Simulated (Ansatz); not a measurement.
Take Ti in the hcp (Mg type) structure (space group P6_3/mmc, No. 194; a = 2.936 Å, c = 4.637 Å) as the base.

Structures relaxed with r2SCAN (Ansatz, a first-principles code), spin-orbit coupling left out.

Base:

Simulated powder pattern, Mo Kα, λ = 0.71073 Å (kinematic, ideal powder, no thermal factors, no anomalous dispersion; the 10 strongest lines at most, above 2 %, up to 2θ = 40°):

```
2θ (°)  I/Imax (%)    hkl
------  ----------  -----
16.07           24  (100)
17.64           25  (002)
18.34          100  (101)
23.94           15  (102)
28.02           17  (110)
31.22           18  (103)
32.46          2.6  (200)
33.30           19  (112)
33.70           14  (201)
37.18          3.1  (202)
```

Now apply this change: cell and atoms relaxed at a pressure of 7 GPa.

After the change:

Simulated powder pattern, Mo Kα, λ = 0.71073 Å (kinematic, ideal powder, no thermal factors, no anomalous dispersion; the 10 strongest lines at most, above 2 %, up to 2θ = 40°):

```json
[
 {"2θ (°)": "16.36", "I/Imax (%)": "24", "hkl": "(100)"},
 {"2θ (°)": "17.97", "I/Imax (%)": "25", "hkl": "(002)"},
 {"2θ (°)": "18.68", "I/Imax (%)": "100", "hkl": "(101)"},
 {"2θ (°)": "24.39", "I/Imax (%)": "15", "hkl": "(102)"},
 {"2θ (°)": "28.54", "I/Imax (%)": "17", "hkl": "(110)"},
 {"2θ (°)": "31.81", "I/Imax (%)": "18", "hkl": "(103)"},
 {"2θ (°)": "33.07", "I/Imax (%)": "2.5", "hkl": "(200)"},
 {"2θ (°)": "33.93", "I/Imax (%)": "19", "hkl": "(112)"},
 {"2θ (°)": "34.33", "I/Imax (%)": "13", "hkl": "(201)"},
 {"2θ (°)": "37.89", "I/Imax (%)": "3.1", "hkl": "(202)"}
]
```

The indices refer to the base's conventional cell; one index is shown for lines that coincide.

Load acts through the strain it causes; cell and atoms are relaxed under it. Stability against distortions was not tested. Competing high-pressure phases were not computed. The final runs are not spin-polarised.
